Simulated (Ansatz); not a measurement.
# A computed series for Ge: response to strain

Consider Ge in the diamond structure (space group Fd-3m, No. 227).

```
CELL_PARAMETERS angstrom
      0.00000     2.81109     2.81109
      2.81109     0.00000     2.81109
      2.81109     2.81109     0.00000
ATOMIC_POSITIONS crystal
  Ge 0.00000 0.00000 0.00000
  Ge 0.25000 0.25000 0.25000
```

Cartesian axes are those of the cell as printed.

Strains are applied to the cell and any free atomic positions relax.

The values are results of LDA/PAW in Ansatz (a program for electronic structure), no spin-orbit coupling, not measurements.

Notes on the quantities. energy relative to the base: free energy F; pressure: mean of the normal stresses, compression positive.

```
change                          volume per atom  energy relative to the base  pressure
------------------------------  ---------------  ---------------------------  --------
base                                   22.21 Å³                   0 meV/atom   0.0 GPa
uniaxial strain ε_zz = −3.00 %         21.55 Å³                +7.8 meV/atom   2.3 GPa
uniaxial strain ε_zz = −2.50 %         21.66 Å³                +5.4 meV/atom   1.9 GPa
uniaxial strain ε_zz = −1.50 %         21.88 Å³                +1.9 meV/atom   1.1 GPa
uniaxial strain ε_zz = −0.50 %         22.10 Å³                +0.2 meV/atom   0.4 GPa
uniaxial strain ε_zz = +0.50 %         22.33 Å³                +0.2 meV/atom  -0.3 GPa
uniaxial strain ε_zz = +1.00 %         22.44 Å³                +0.8 meV/atom  -0.7 GPa
uniaxial strain ε_zz = +2.00 %         22.66 Å³                +3.3 meV/atom  -1.3 GPa
uniaxial strain ε_zz = +2.50 %         22.77 Å³                +5.1 meV/atom  -1.7 GPa
uniaxial strain ε_zz = +3.00 %         22.88 Å³                +7.3 meV/atom  -2.0 GPa
```

Whether these cells are dynamically stable was not tested.
